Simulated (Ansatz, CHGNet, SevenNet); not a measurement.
Lattice parameter c (Å) of solids drawn from the class of silicides and borides, from the machine-learned potential CHGNet 0.3.0 (trained on PBE and PBE+U data); the machine-learned potential CHGNet-r²SCAN (trained on r²SCAN data); the machine-learned potential SevenNet-0 (trained on PBE and PBE+U data); the machine-learned potential SevenNet-l3i5 (trained on PBE and PBE+U data); PBE in Ansatz (plane waves, PAW); PBEsol in Ansatz (PAW); r²SCAN (PAW; Ansatz, an electronic-structure program).

```json
[
 {"solid": "AlB2-type HfB₂", "CHGNet 0.3.0": "3.500", "CHGNet-r²SCAN": "3.501", "SevenNet-0": "3.496", "SevenNet-l3i5": "3.487", "PBE": "3.486", "PBEsol": "3.446", "r²SCAN": "[?]"},
 {"solid": "AlB2-type MgB₂", "CHGNet 0.3.0": "3.515", "CHGNet-r²SCAN": "3.523", "SevenNet-0": "3.511", "SevenNet-l3i5": "3.523", "PBE": "3.524", "PBEsol": "3.497", "r²SCAN": "3.511"},
 {"solid": "C11b WSi₂", "CHGNet 0.3.0": "7.933", "CHGNet-r²SCAN": "7.842", "SevenNet-0": "7.893", "SevenNet-l3i5": "7.860", "PBE": "7.867", "PBEsol": "7.816", "r²SCAN": "[?]"},
 {"solid": "AlB2-type TiB₂", "CHGNet 0.3.0": "3.218", "CHGNet-r²SCAN": "3.236", "SevenNet-0": "3.231", "SevenNet-l3i5": "3.233", "PBE": "3.224", "PBEsol": "3.185", "r²SCAN": "3.222"},
 {"solid": "C11b MoSi₂", "CHGNet 0.3.0": "7.891", "CHGNet-r²SCAN": "7.838", "SevenNet-0": "7.853", "SevenNet-l3i5": "7.873", "PBE": "7.873", "PBEsol": "7.820", "r²SCAN": "7.818"},
 {"solid": "AlB2-type ZrB₂", "CHGNet 0.3.0": "3.538", "CHGNet-r²SCAN": "3.553", "SevenNet-0": "3.545", "SevenNet-l3i5": "3.555", "PBE": "3.542", "PBEsol": "3.506", "r²SCAN": "3.551"}
]
```

**Question.** Complete the blanks.

**Answer.** 
- AlB2-type HfB₂, r²SCAN: 3.479
- C11b WSi₂, r²SCAN: 7.804

The levels part most in proportion for C11b WSi₂ (7.804 to 7.933 Å) and least for AlB2-type MgB₂ (3.497 to 3.524 Å).

Ansatz's runs of these crystals have no spin polarisation. A magnetic state wasn't tried for AlB2-type TiB2 with meta-GGA or hybrid levels, which favour moments.

Ansatz's density-functional and Hartree–Fock values are scalar-relativistic unless marked +SOC, with PAW data made under PBE.

Machine-learned potentials (CHGNet 0.3.0, CHGNet-r²SCAN, SevenNet-0, SevenNet-l3i5) are trained on DFT data: a solid inside that data is no test of them.
